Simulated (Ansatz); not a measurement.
Start from InAs in the zinc blende structure (space group F-43m, No. 216).

```xyz
2
Lattice="0.0000 3.0437 3.0437 3.0437 0.0000 3.0437 3.0437 3.0437 0.0000" Properties=species:S:1:pos:R:3 pbc="T T T"
As     4.5655     4.5655     4.5655
In     0.0000     0.0000     0.0000
```

The values are results of PBEsol (Ansatz, a program for electronic structure; PAW; 420 eV plane waves; scalar-relativistic without spin-orbit coupling), earlier PAW set, not measurements.

Before the change:

```
Property       Value
--------  ----------
Density   5.59 g/cm³
Band gap        zero
```

Modification: every In is replaced by Ga; the structure is relaxed again.

Tabulated Pauling electronegativity and covalent radius: In 1.78, 1.42 Å; Ga 1.81, 1.22 Å.

Task: How does this affect the density, hole mass, band gap and electron mass?

Result: The density shrinks by 0.29 g/cm³, from 5.59 g/cm³ to 5.30 g/cm³; the hole mass (degenerate bands, along [100]) is 0.025, 0.34, 0.34 mₑ (at Γ); the band gap goes from zero to 0.42 eV; the electron mass is 0.025 mₑ (at Γ).

Masses are band curvatures over ±0.01 Å⁻¹ around the edge. Stability against distortions was not tested. The final runs are not spin-polarised. The zero or small gap of InAs can change with the level of theory.
